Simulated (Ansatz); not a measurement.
## TaC in the rock salt structure (space group Fm-3m, No. 225)

TaC is taken in the cubic space group Fm-3m (No. 225), the rock salt structure, Pearson symbol cF8. Cell: a = b = c = 4.4759 Å, α = β = γ = 90.00°. C on 4a is surrounded by 6 Ta at 2.238 Å (octahedral). Ta on 4b is coordinated by 6 C at 2.238 Å and 12 Ta at 3.165 Å. (Neighbours: up to the widest gap in distance over summed covalent radii, below 1.35, at either atom; cation-cation and far metal-metal contacts left out.)
(The calculation used a cell of 2 atoms; values per cell refer to that cell.)

Computed with Ansatz (a program for electronic structure), PBE, PAW, cutoff 420 eV, no spin-orbit coupling. Γ-centred 18×18×18 mesh, Fermi–Dirac width 0.05 eV.

The volume per atom is 11.21 Å³ and the density is 14.29 g/cm³. The band gap comes out as zero and the total energy is -5092.191 eV/atom (σ→0; compares only within this code and set-up).

Whether these cells are dynamically stable was not tested. All final runs are without spin polarisation. An odd electron count without spin: TaC.
